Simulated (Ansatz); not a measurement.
Base system: MnO in the rock salt structure (space group Fm-3m, No. 225; ferromagnetic).

```yaml
crystal:
  lattice:
    - [0.00000, 2.16756, 2.16756]
    - [2.16756, 0.00000, 2.16756]
    - [2.16756, 2.16756, 0.00000]
  atoms:
    - { symbol: O, position: [0.00000, 0.00000, 0.00000] }
    - { symbol: Mn, position: [0.50000, 0.50000, 0.50000] }
```

Method: Ansatz (a program for electronic structure) PBEsol, no SOC.

Base values:

Volume per atom: 10.18 Å³
Largest site moment: 3.80 μB
Magnetic state: ferromagnetic

One thing is altered: a hydrostatic pressure of 3 GPa.

**Question.** What happens to the volume per atom?

**Answer.** The volume per atom falls by 0.26 Å³ (10.18 Å³ → 9.92 Å³).

**Question.** What happens to the largest site moment?

**Answer.** The largest site moment drops by 0.085 μB, from 3.80 μB to 3.72 μB.

**Question.** What happens to the magnetic state?

**Answer.** The magnetic state remains ferromagnetic.

Load acts through the strain it causes; cell and atoms are relaxed under it. Stability against distortions was not tested. No Hubbard U is applied and the magnetic state is the run's own (MnO ferromagnetic); small cells can't hold the antiferromagnetic order that many such compounds have, so gaps and moments can be off. In its common phase, real MnO is an antiferromagnetic insulator at low temperature.
